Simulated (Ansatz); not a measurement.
Consider Pt in the fcc (Cu type) structure (space group Fm-3m, No. 225; a = 3.942 Å; relaxed with 0.1 eV smearing). Axes: x, y, z lie along the cube axes.

Calculations: r2SCAN/PAW in Ansatz (a program for electronic structure), spin-orbit coupling left out.

Strains are applied to the cell and any free atomic positions relax.

One change was made to it. Results:

| quantity | base | after |
|---|---|---|
| energy relative to the base (free energy F) | 0 meV/atom | +3.5 meV/atom |
| pressure (mean of the normal stresses, compression positive) | 0.0 GPa | -3.8 GPa |

Name the change that was made.
A. uniaxial strain ε_zz = +1.50 %
B. uniaxial strain ε_zz = +2.00 %
C. uniaxial strain ε_zz = +2.50 %

A, uniaxial strain ε_zz = +1.50 %. For comparison, the energy relative to the base in the other runs: uniaxial strain ε_zz = +2.50 % gives +9.4 meV/atom; uniaxial strain ε_zz = +2.00 % gives +6.1 meV/atom.

Stability against distortions was not tested. The final runs are not spin-polarised. Pt lies near a magnetic instability that expansion can trigger; it was not tested.
